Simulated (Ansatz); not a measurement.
We consider GeSe2 (I-42d, No. 122, 6 atoms in the cell; start mp-10074), described by LDA (Ansatz, a first-principles code, PAW).

Numerical settings: plane-wave cutoff 520 eV, 8×8×8 k mesh, Fermi–Dirac smearing 0.01 eV, scalar-relativistic PAW data made under PBE.

Cell (relaxed at this level):

```cif
data_Ge4Se8
_chemical_formula_sum 'Ge4 Se8'
_space_group_name_H-M_alt 'I-42d'
_space_group_IT_number 122
_space_group_name_Hall 'I -4 2bw'
_cell_length_a 5.53092
_cell_length_b 5.53092
_cell_length_c 9.85738
_cell_angle_alpha 90.000
_cell_angle_beta 90.000
_cell_angle_gamma 90.000
loop_
_atom_site_label
_atom_site_type_symbol
_atom_site_symmetry_multiplicity
_atom_site_Wyckoff_symbol
_atom_site_fract_x
_atom_site_fract_y
_atom_site_fract_z
_atom_site_occupancy
Ge1 Ge 4 a 0.00000 0.00000 0.00000 1
Se1 Se 8 d 0.25000 0.23516 0.37500 1
```
(The calculation used a cell of 6 atoms; values per cell refer to that cell.)

What does this level give for the band gap and bulk modulus B0?


- band gap: 1.03 eV (on the SCF k mesh)
- bulk modulus B0: 18.3 GPa

Note: the relaxation could not lower the start's symmetry, so the cell can be a saddle point above a distorted one; the bulk modulus is −V dP/dV from two relaxed cells at ±2 % in volume.

Spin–orbit coupling is not included.

Computed values are for the static lattice.

A start named mp-… is a Materials Project structure, which need not be a measured phase.
